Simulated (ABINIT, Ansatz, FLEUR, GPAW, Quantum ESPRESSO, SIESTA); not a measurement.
## NaF (Fm-3m, 2 atoms in the cell) computed with different codes at matched settings

Self-consistent single point.

```
NaF
1.0
    0.00000     2.26738     2.26738
    2.26738     0.00000     2.26738
    2.26738     2.26738     0.00000
Na F
1 1
Direct
  0.00000   0.00000   0.00000
  0.50000   0.50000   0.50000
```

Shared settings, as Ansatz (a program for electronic structure) writes them: kpoints.mp_grid.grid = 3 3 3; scf.occupations.method = fixed. Potentials and cutoffs stand in the table.

```json
[
 {"code": "SIESTA", "model": "GGA PBE, numerical atomic orbitals DZP, PseudoDojo PBE standard norm-conserving potentials (rewritten from UPF to PSML)", "pressure (GPa)": "4.20", "gap on the mesh (eV)": "6.562", "cutoff": "grid 400 Ry"},
 {"code": "GPAW", "model": "PBE, GPAW PAW datasets PBE (gpaw-data 1.0.1)", "pressure (GPa)": "–", "gap on the mesh (eV)": "6.690", "cutoff": "950 eV"},
 {"code": "Quantum ESPRESSO", "model": "PBE, PseudoDojo stringent norm-conserving (PBE) pseudopotentials", "pressure (GPa)": "6.17", "gap on the mesh (eV)": "6.702", "cutoff": "90 Ry"},
 {"code": "FLEUR", "model": "PBE, all-electron FLAPW (FLEUR), scalar-relativistic valence", "pressure (GPa)": "–", "gap on the mesh (eV)": "6.856", "cutoff": "Kmax 4.4 1/bohr"},
 {"code": "Ansatz", "model": "PBE, default PAW files", "pressure (GPa)": "5.79", "gap on the mesh (eV)": "6.675", "cutoff": "default"},
 {"code": "ABINIT", "model": "PBE, norm-conserving pseudopotentials (PseudoDojo nc-sr-05 PBE standard)", "pressure (GPa)": "6.18", "gap on the mesh (eV)": "6.702", "cutoff": "44 Ha"}
]
```

A dash marks a value that a program does not give, or that is left out as unsure.

Gaps are read on the mesh.

The spread over the programs that give each value: pressure within 1.98 GPa; gap on the mesh within 0.294 eV.

SIESTA uses small atom-centred bases, whose incompleteness enters pressures, forces and empty levels differently from a plane-wave cutoff. FLEUR treats all electrons, but the usual bases taken here (sphere radii, linearisation, local orbitals, empty states) were not tested for convergence, so the values are no reference for the others. Ansatz's pressure is given at a fixed set of plane waves, as the other plane-wave codes print theirs; with its correction for the finite basis it is 6.26 GPa (the shift of 0.47 GPa shows how far the cutoff is from converged). The pressure of GPAW is left out: its cutoff lies under the one at which its stress was checked. In the pressure, SIESTA (by 1.97) lies more than 1 GPa from the median of the plane-wave programs. In the gap, SIESTA (by 0.134) and FLEUR (by 0.159) lie more than 0.12 eV from the median of the plane-wave programs.

On the base mesh (10 10 10) the same programs gave: Ansatz pressure 5.70 GPa, gap on the mesh 6.682 eV; Quantum ESPRESSO pressure 6.10 GPa, gap on the mesh 6.709 eV; ABINIT pressure 6.11 GPa, gap on the mesh 6.709 eV; GPAW gap on the mesh 6.698 eV; FLEUR gap on the mesh 6.863 eV; SIESTA pressure 4.82 GPa, gap on the mesh 6.570 eV.

The starting cell comes from a database of computed structures (which also holds hypothetical and non-ambient phases and stackings), without a prior relaxation at this level. Its lattice was rescaled by a random factor within 2.5 % of one.

Left out of this page: CP2K (on another mesh); Elk (not drawn, or without a comparable value).

Keys are those of Ansatz 0.2.
